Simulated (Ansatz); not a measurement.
The starting structures come from a database of crystals and need not be the phases stable at ambient conditions.

Inside the gap of an insulator the Bloch states are evanescent, with a wavenumber k + iκ along the transport direction.

```
Cd2SrP2
1.0
    7.55091     0.00000     0.00000
    3.77546     7.62954     0.00000
    3.77546    -0.62276     2.08891
Sr Cd P
1 2 2
Direct
  0.00000   0.00000   0.00000
  0.03180   0.63487   0.63487
  0.96820   0.36513   0.36513
  0.58766   0.74567   0.74567
  0.41234   0.25433   0.25433
```

Space group of this cell: P-3m1. The cell is taken as given; by PBEsol its mean pressure is -2.3 GPa.

Transport runs along the normal of the first two printed cell vectors, the (111) plane of the conventional cell.

No gap correction and no spin-orbit coupling; mid-gap values are interpolated between computed energies.

### Question
State the band gap and the smallest decay constant κ at mid-gap according to Ansatz (a quantum-chemistry and plane-wave program) with PBEsol.

### Answer
Gap 0.64 eV on a 14×14×14 mesh; κ = 0.052 1/Å, at the zone centre.
